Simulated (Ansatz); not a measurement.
The parent structure is Tl₂GeF₆ (space group P-3m1, No. 164; a cell from a computed database, its experimental status unchecked).

```
CELL_PARAMETERS angstrom
      5.82077     0.00000     0.00000
     -2.91039     5.04094     0.00000
      0.00000     0.00000     4.88318
ATOMIC_POSITIONS crystal
  Tl 0.33333 0.66667 0.29278
  Tl 0.66667 0.33333 0.70722
  Ge 0.00000 0.00000 0.00000
  F  0.85074 0.14926 0.20978
  F  0.14926 0.85074 0.79022
  F  0.85074 0.70148 0.20978
  F  0.14926 0.29852 0.79022
  F  0.29852 0.14926 0.20978
  F  0.70148 0.85074 0.79022
```

Computed with DFT with PBEsol, PAW potentials and a 420 eV plane-wave cutoff in Ansatz (a first-principles code), no spin-orbit coupling.

Base values:

```
Item               Result
---------------  --------
Volume per atom  15.92 Å³
c/a ratio           0.839
```

It is then changed as follows: a hydrostatic pressure of 3 GPa.

What does the calculation give for the volume per atom after the change?

The volume per atom decreases by 1.25 Å³, from 15.92 Å³ to 14.67 Å³.

Predict the new c/a ratio.

The c/a ratio falls by 0.022, from 0.839 to 0.817.

Load acts through the strain it causes; cell and atoms are relaxed under it. Whether these cells are dynamically stable was not tested.
